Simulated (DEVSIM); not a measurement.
System: Schottky contact on p-type InP, at 300 K.

Layer 1 from the left is InP, thickness (μm) 19.0, Na (cm⁻³) 3.8e16, τn (s) 3.3e-10, τp (s) 3.3e-10. Layer 2 from the left is InP, thickness (μm) 0.590, Na (cm⁻³) 1.2e18, τn (s) 3.3e-10, τp (s) 3.3e-10.

Left contact: Schottky, work function 4.704 eV, emission velocity 1.9e6 cm/s. Right contact: ohmic. Voltage is applied to the left contact. Recombination: SRH at mid-gap. Mobility is μmin + (μ − μmin)/(1 + (N/Nref)^α).

Constants are typed, rounded textbook-type inputs, not results; the design itself was drawn at random and stands for no fabricated device. Values at 300 K.

InP: gap (eV) 1.344, affinity (eV) 4.38, permittivity 12.5, Nc (cm⁻³) 5.7e17, Nv (cm⁻³) 1.1e19, μn (cm²/Vs) 5200, μp (cm²/Vs) 170, μn,min 400, μp,min 10, Nref,n 3e17, Nref,p 4.9e17, αn 0.47, αp 0.62.

DEVSIM, 1D drift-diffusion, Boltzmann statistics, complete ionisation; no tunnelling, impact ionisation, image-force lowering or self-heating. Metal contacts follow the ideal Schottky-Mott rule: no Fermi-level pinning, no interface dipoles.

Q: What does the simulation give for the dark forward voltage at 100 A/cm², the potential step across the device at zero bias, the dark forward voltage at 1 A/cm²?

A: dark forward voltage at 100 A/cm² 0.981 V; potential step across the device at zero bias 0.963 V; dark forward voltage at 1 A/cm² 0.641 V.
